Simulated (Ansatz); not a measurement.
Band structure of MnAlGe (P4/nmm, 6 atoms in the cell).

```
MnAlGe
1.0
    3.85818     0.00000     0.00000
    0.00000     3.85818     0.00000
    0.00000     0.00000     5.98519
Mn Al Ge
2 2 2
Cartesian
  1.92909   1.92909   0.00000
  0.00000   0.00000   0.00000
  0.00000   1.92909   4.19412
  1.92909   0.00000   1.79107
  1.92909   0.00000   4.29366
  0.00000   1.92909   1.69153
```
Moments meant for the start (each program seeds them in its own way; μB, in the order of the atoms Mn Mn Al Al Ge Ge): 4.0 4.0 0.0 0.0 0.0 0.0.

Computed with PBEsol, PAW files made with PBE (plane waves; Ansatz, a quantum-chemistry and plane-wave program).

Settings: kpoints.mp_grid.grid = 5 5 3; hamiltonian.xc = pbesol; hamiltonian.pseudopotentials = {kind: paw} (the program's default PAW files); magnetization.spin_polarized = true; scf.occupations.method = gaussian; scf.occupations.width = 0.0073 Ry; kpoints.band_path.npoints = 8.

The starting cell comes from a database of computed structures (which also holds hypothetical and non-ambient phases and stackings), without a prior relaxation at this level. The magnetic order is the one reached from the typed start; others were not searched systematically.

Levels in eV from the Fermi level, bands 31 to 38 of the first spin channel:
| point | 31 | 32 | 33 | 34 | 35 | 36 | 37 | 38 |
|---|---|---|---|---|---|---|---|---|
| Γ | -1.50 | -1.50 | -0.94 | 0.30 | 0.69 | 2.40 | 2.40 | 2.92 |
| X | -1.71 | -1.71 | -1.20 | -1.20 | 0.74 | 0.74 | 2.60 | 2.60 |
| M | -1.91 | -1.91 | -1.26 | -1.26 | -0.39 | -0.39 | 0.50 | 0.50 |
| Z | -1.35 | -1.35 | -0.94 | 0.15 | 0.15 | 0.30 | 1.35 | 1.89 |
| R | -1.73 | -1.73 | 0.25 | 0.25 | 1.30 | 1.30 | 1.95 | 1.95 |
| A | -1.92 | -1.92 | -1.26 | -1.26 | 0.57 | 0.57 | 2.68 | 2.68 |

Bands cross the Fermi level along this path, so the cell is metallic at this level.

The net moment of the cell came out as 4.25 μB.

Keys are those of Ansatz 0.2.
